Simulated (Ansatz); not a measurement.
An Ansatz (a program for electronic structure) run: SnSe with a change (electrons 2.0×10^21 cm⁻³); DFT with PBEsol-D3(BJ), PAW potentials and a 420 eV plane-wave cutoff in Ansatz, scalar-relativistic without spin-orbit coupling.

Input:

Ansatz 0.2 input:
```yaml
crystal:
  lattice:
    - [11.2300755764, 0, 0]
    - [0, 4.1117358657, 0]
    - [0, 0, 4.2372178138]
  atoms:
    - { symbol: Sn, position: [0.6166760157, 0.75, 0.5722879488] }
    - { symbol: Sn, position: [0.8833239843, 0.25, 0.0722879488] }
    - { symbol: Sn, position: [0.3833239843, 0.25, 0.4277120512] }
    - { symbol: Sn, position: [0.1166760157, 0.75, 0.9277120512] }
    - { symbol: Se, position: [0.3590212761, 0.75, 0.9807120173] }
    - { symbol: Se, position: [0.1409787239, 0.25, 0.4807120173] }
    - { symbol: Se, position: [0.6409787239, 0.25, 0.0192879827] }
    - { symbol: Se, position: [0.8590212761, 0.75, 0.5192879827] }
basis: { ecutwfc: 420, ecutrho_ratio: 4, xc_grid: 2, fft_grid_basis: typed }
kpoints: { mp_grid: { grid: [4, 11, 11] } }
hamiltonian:
  xc: pbesol
  dispersion: d3bj
  pseudopotentials: { kind: paw }
total_charge: -0.391308
scf: { occupations: { method: fermi_dirac, width: 0.0259 }, convergence: { dr2_threshold: 0.0000000008 } }
relax: { f_tol: 0.005, max_steps: 30 }
output: { forces: true, stress: true }
checkpoint: { write: state.ck, write_every: 1000 }
```

Output (explanatory and most iteration lines left out):

```
Relaxation: its limit of steps is 30 (relax.max_steps)
Pseudopotential: Sn, paw, valence charge 14
Pseudopotential: Se, paw, valence charge 16
Crystal: 8 atoms, lattice volume = 195.654 Å³
Basis set: ecut = 420 eV, 3811 PW (Γ), exchange–correlation on 160×60×60 points (8 copies of the dense FFT grid, shifted against one another)
Bands: 73, of which v1, the nominal top of the filled ones, is band 60 counted from 1 (59 counted from 0)
Symmetry: 8 space group operations
Space group: Pnma (ITA 62), of the structure as read, at distance tolerance 5.8e-5 Å
k-points: 108 of 484
Functional: x = pbesol(κ = 0.804, μ = 0.12345679012345678), c = pbesol(β = 0.046)
SCF iter   1: F=—  HF=-45498.218744 eV  |F-HF|=—  |Δ(HF+E_count)|=         —  Δρ=1.12e-2  dr2=3.22e-1  ethr=1.77e-3  ⟨swp⟩=6.5  Hψ=30011  notcnv=0  defer=73
SCF iter   2: F=—  HF=-45498.109008 eV  |F-HF|=—  |Δ(HF+E_count)|=   1.10e-1  Δρ=6.21e-3  dr2=9.45e-2  ethr=2.68e-4  ⟨swp⟩=2.9  Hψ=13166  notcnv=0  defer=561
SCF 1 converged in 10 iterations: F = -45498.063444 eV  dr2 = 7.38e-10
relax step   1: F+E_penalty+E_count = -45498.06344366 eV  Δ(F+E_penalty+E_count) = +0.000e0 eV  max|allowed force component| = 1.365e-1 eV/Å  Δτ_max = 0.0000 Å  (10 SCF iters, accepted)
Crystal: 8 atoms, lattice volume = 195.654 Å³
SCF iter   1: F=—  HF=-45498.069163 eV  |F-HF|=—  |Δ(HF+E_count)|=         —  Δρ=2.04e-3  dr2=6.11e-3  ethr=5.05e-6  ⟨swp⟩=2.0  Hψ=26532  notcnv=0  defer=555
SCF iter   2: F=—  HF=-45498.067835 eV  |F-HF|=—  |Δ(HF+E_count)|=   1.33e-3  Δρ=1.16e-3  dr2=2.19e-3  ethr=5.05e-6  ⟨swp⟩=1.6  Hψ=7497  notcnv=0  defer=555
SCF 2 converged in 9 iterations: F = -45498.067246 eV  dr2 = 4.07e-10
relax step   2: F+E_penalty+E_count = -45498.06724594 eV  Δ(F+E_penalty+E_count) = -3.802e-3 eV  max|allowed force component| = 1.252e-1 eV/Å  Δτ_max = 0.0526 Å  (9 SCF iters, accepted)
Crystal: 8 atoms, lattice volume = 195.654 Å³
SCF iter   1: F=—  HF=-45498.073725 eV  |F-HF|=—  |Δ(HF+E_count)|=         —  Δρ=1.50e-3  dr2=3.00e-3  ethr=1.52e-5  ⟨swp⟩=5.9  Hψ=20125  notcnv=0  defer=565
SCF iter   2: F=—  HF=-45498.072868 eV  |F-HF|=—  |Δ(HF+E_count)|=   8.57e-4  Δρ=7.95e-4  dr2=9.00e-4  ethr=2.49e-6  ⟨swp⟩=1.3  Hψ=9200  notcnv=0  defer=568
SCF 3 converged in 9 iterations: F = -45498.072604 eV  dr2 = 2.40e-10
relax step   3: F+E_penalty+E_count = -45498.07260426 eV  Δ(F+E_penalty+E_count) = -5.358e-3 eV  max|allowed force component| = 1.794e-2 eV/Å  Δτ_max = 0.0246 Å  (9 SCF iters, accepted)
Crystal: 8 atoms, lattice volume = 195.654 Å³
SCF iter   1: F=—  HF=-45498.073104 eV  |F-HF|=—  |Δ(HF+E_count)|=         —  Δρ=3.89e-4  dr2=3.08e-4  ethr=2.25e-6  ⟨swp⟩=4.2  Hψ=15759  notcnv=0  defer=568
SCF iter   2: F=—  HF=-45498.073031 eV  |F-HF|=—  |Δ(HF+E_count)|=   7.34e-5  Δρ=2.03e-4  dr2=1.00e-4  ethr=2.56e-7  ⟨swp⟩=1.0  Hψ=9075  notcnv=0  defer=568
SCF 4 converged in 8 iterations: F = -45498.073003 eV  dr2 = 2.09e-10
relax step   4: F+E_penalty+E_count = -45498.07300292 eV  Δ(F+E_penalty+E_count) = -3.987e-4 eV  max|allowed force component| = 1.748e-2 eV/Å  Δτ_max = 0.0080 Å  (8 SCF iters, accepted)
Crystal: 8 atoms, lattice volume = 195.654 Å³
SCF iter   1: F=—  HF=-45498.074182 eV  |F-HF|=—  |Δ(HF+E_count)|=         —  Δρ=1.06e-3  dr2=1.65e-3  ethr=3.75e-5  ⟨swp⟩=5.3  Hψ=17466  notcnv=0  defer=560
SCF iter   2: F=—  HF=-45498.073894 eV  |F-HF|=—  |Δ(HF+E_count)|=   2.88e-4  Δρ=6.01e-4  dr2=5.65e-4  ethr=1.37e-6  ⟨swp⟩=1.9  Hψ=9488  notcnv=0  defer=560
SCF 5 converged in 9 iterations: F = -45498.073784 eV  dr2 = 1.63e-10
relax step   5: F+E_penalty+E_count = -45498.07378382 eV  Δ(F+E_penalty+E_count) = -7.809e-4 eV  max|allowed force component| = 5.895e-3 eV/Å  Δτ_max = 0.0339 Å  (9 SCF iters, accepted)
Crystal: 8 atoms, lattice volume = 195.654 Å³
SCF iter   1: F=—  HF=-45498.073855 eV  |F-HF|=—  |Δ(HF+E_count)|=         —  Δρ=2.69e-4  dr2=8.99e-5  ethr=1.40e-7  ⟨swp⟩=3.4  Hψ=17840  notcnv=0  defer=560
SCF iter   2: F=—  HF=-45498.073828 eV  |F-HF|=—  |Δ(HF+E_count)|=   2.78e-5  Δρ=1.38e-4  dr2=2.48e-5  ethr=7.46e-8  ⟨swp⟩=1.0  Hψ=9076  notcnv=0  defer=560
SCF 6 converged in 7 iterations: F = -45498.073821 eV  dr2 = 2.42e-10
relax step   6: F+E_penalty+E_count = -45498.07382097 eV  Δ(F+E_penalty+E_count) = -3.715e-5 eV  max|allowed force component| = 2.747e-3 eV/Å  Δτ_max = 0.0035 Å  (7 SCF iters, accepted)
SCF converged after 7 iterations
Free energy (F): -45498.073821 eV
Internal energy: -45498.070416 eV  (E = F + TS)
E sigma→0 (E₀):  -45498.072119 eV
Entropy (-TS):   -0.003405 eV (-0.426 meV/atom)
Fermi energy:    11.002145 eV
  E_disp       = -2.943791  (pairwise vdW)
--- Forces (eV/Å), atoms counted from 1 ---
  atom   1  Sn    -0.00052582     0.00000000    -0.00088483
  atom   2  Sn     0.00052582     0.00000000    -0.00088483
  atom   3  Sn     0.00052582     0.00000000     0.00088483
  atom   4  Sn    -0.00052582     0.00000000     0.00088483
  atom   5  Se     0.00010774     0.00000000    -0.00274738
  atom   6  Se    -0.00010774     0.00000000    -0.00274738
  atom   7  Se    -0.00010774     0.00000000     0.00274738
  atom   8  Se     0.00010774     0.00000000     0.00274738
--- Stress (GPa, compression-positive) ---
        0.466944       0.000000       0.000000
        0.000000      -1.015334       0.000000
        0.000000       0.000000      -0.809504
  P = ⅓ Tr σ = -0.4526 GPa (-4.526 kbar)
--- Relaxed structure (6 steps of the walk, 6 accepted, 0 SCFs on fresh bases) ---
  atoms:
    - { symbol: Sn, position: [0.6160298570348792, 0.75, 0.5581373280159615] }
    - { symbol: Sn, position: [0.8839701429651207, 0.25, 0.058137328015961616] }
    - { symbol: Sn, position: [0.3839701429651207, 0.25, 0.4418626719840384] }
    - { symbol: Sn, position: [0.11602985703487932, 0.75, 0.9418626719840385] }
    - { symbol: Se, position: [0.3599260566912601, 0.75, 0.9836254795322691] }
    - { symbol: Se, position: [0.14007394330873985, 0.25, 0.48362547953226914] }
    - { symbol: Se, position: [0.6400739433087399, 0.25, 0.01637452046773089] }
    - { symbol: Se, position: [0.8599260566912601, 0.75, 0.5163745204677309] }
```

Charged cell with a jellium background: band edges are those of the host's band count, energies are not comparable with the neutral cell, and many-body gap narrowing is missing. No phonon test of stability was made. The cell was made from SnSe in the GeS type structure (space group Pnma, No. 62) by this change: electrons 2.0×10^21 cm⁻³.
